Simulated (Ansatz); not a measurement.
# Ti interstitial (rock-salt TiC host)

All values below come from PBE, PAW (plane waves to 420 eV; Ansatz, a program for electronic structure). Cell and caveats: 64-site cell; 4×4×4 shifted k-points; start: void with 4C4Ti nearest; no Hubbard U; not converged in cell size; the relaxation kept the symmetry of the starting site; relaxed from one start, so a lower configuration may exist.

Neighbours after relaxation, in Å: of the Ti atom: C 1.94, C 1.94, C 1.94, C 1.94.

Formation energies E_f are those of the neutral cell. Chemical conditions: C-rich (Δμ(Ti) = -1.66 eV; only phases computed here count, gases as isolated molecules at 0 K); Ti-rich (Δμ(Ti) = -0.33 eV, bounded by Ti2C (Fd-3m); only phases computed here count, gases as isolated molecules at 0 K). Reference phases: Ti: hcp Ti.

The name describes the start; the neighbours show where the added atom ended.

```csv
charge,moment (μB),point group,largest move off a lattice site (Å),"E_f, C-rich (eV)","E_f, Ti-rich (eV)"
0,not spin-polarised,Td,0.41,9.17,7.84
```

Point groups are those of the whole cell at tolerances of 0.03 and 0.1 Å ("near" where only the looser one holds); none is given for unsettled states.
